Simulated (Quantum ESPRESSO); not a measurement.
Worked example: self-consistent single point of Nb3Sb (Pm-3n, 8 atoms in the cell) in Quantum ESPRESSO.

Computed with LDA (PW92), PseudoDojo standard norm-conserving (LDA) pseudopotentials (plane waves; Quantum ESPRESSO).

The change in words: lattice scaled by 0.98. Reference geometry:
```yaml
crystal:
  lattice:
    - [5.30247, 0.00000, 0.00000]
    - [0.00000, 5.30247, 0.00000]
    - [0.00000, 0.00000, 5.30247]
  atoms:
    - { symbol: Nb, position: [0.25000, 0.00000, 0.50000] }
    - { symbol: Nb, position: [0.75000, 0.00000, 0.50000] }
    - { symbol: Nb, position: [0.50000, 0.75000, 0.00000] }
    - { symbol: Nb, position: [0.50000, 0.25000, 0.00000] }
    - { symbol: Nb, position: [0.00000, 0.50000, 0.75000] }
    - { symbol: Nb, position: [0.00000, 0.50000, 0.25000] }
    - { symbol: Sb, position: [0.00000, 0.00000, 0.00000] }
    - { symbol: Sb, position: [0.50000, 0.50000, 0.50000] }
```

Reference input (self-consistent single point, DFT, LDA (PW92), plane waves, PseudoDojo standard norm-conserving (LDA) pseudopotentials): ecutwfc = 85 Ry; occupations = smearing; smearing = fd; degauss = 0.0073499 Ry; potentials = {Nb: Nb.upf, Sb: Sb.upf}; K_POINTS = automatic 5 5 5 0 0 0; conv_thr = 1e-10 Ry. This run's input differs from it in these lines:

```diff
@@ -11,3 +11,3 @@
   ibrav = 1,
-  celldm(1) = 10.0202160840,
+  celldm(1) = 9.8198125183,
   nat = 8,
```

Output, abridged:

```
     Self-consistent Calculation

     iteration #  1     ecut=    85.00 Ry     beta= 0.70

---- Real-time Memory Report at c_bands before calling an iterative solver
           254 MiB given to the printing process from OS
           210 MiB allocation reported by mallinfo(arena+hblkhd)
------------------

     Threshold (ethr) on eigenvalues was too large:
     Diagonalizing with lowered threshold

---- Real-time Memory Report at c_bands before calling an iterative solver
           293 MiB given to the printing process from OS
           220 MiB allocation reported by mallinfo(arena+hblkhd)
------------------

   [... lines left out ...]

---- Real-time Memory Report at c_bands before calling an iterative solver
           313 MiB given to the printing process from OS
           284 MiB allocation reported by mallinfo(arena+hblkhd)
------------------

     total energy              =   -1111.17262248 Ry
     estimated scf accuracy    <          1.1E-09 Ry

     iteration #  9     ecut=    85.00 Ry     beta= 0.70

---- Real-time Memory Report at c_bands before calling an iterative solver
           316 MiB given to the printing process from OS
           287 MiB allocation reported by mallinfo(arena+hblkhd)
------------------
     End of self-consistent calculation

     the Fermi energy is    18.8536 ev

!    total energy              =   -1111.17262248 Ry
     estimated scf accuracy    <          2.2E-11 Ry
     smearing contrib. (-TS)   =      -0.01061826 Ry
     internal energy E=F+TS    =   -1111.16200422 Ry

     convergence has been achieved in   9 iterations

     Forces acting on atoms (cartesian axes, Ry/au):

     atom    1 type  1   force =    -0.00000000    0.00000000   -0.00000000
   [... zero for the other atoms too ...]

     Total force =     0.000000     Total SCF correction =     0.000000

          total   stress  (Ry/bohr**3)                   (kbar)     P=       11.68
   0.00007938   0.00000000   0.00000000           11.68        0.00        0.00
   0.00000000   0.00007938   0.00000000            0.00       11.68        0.00
   0.00000000   0.00000000   0.00007938            0.00        0.00       11.68

   JOB DONE.
```

The run converged in 9 iterations. Against the reference run the free energy goes down by 30.5 meV/atom and the pressure goes from -9.52 to 1.17 GPa.

The starting cell comes from a database of computed structures (which also holds hypothetical and non-ambient phases and stackings), without a prior relaxation at this level. Its lattice was rescaled by a random factor within 2.5 % of one. For this run, on top of that: lattice scaled by 0.98. Spin polarisation is off.

Cost on one core of a shared machine: roughly 4 min.
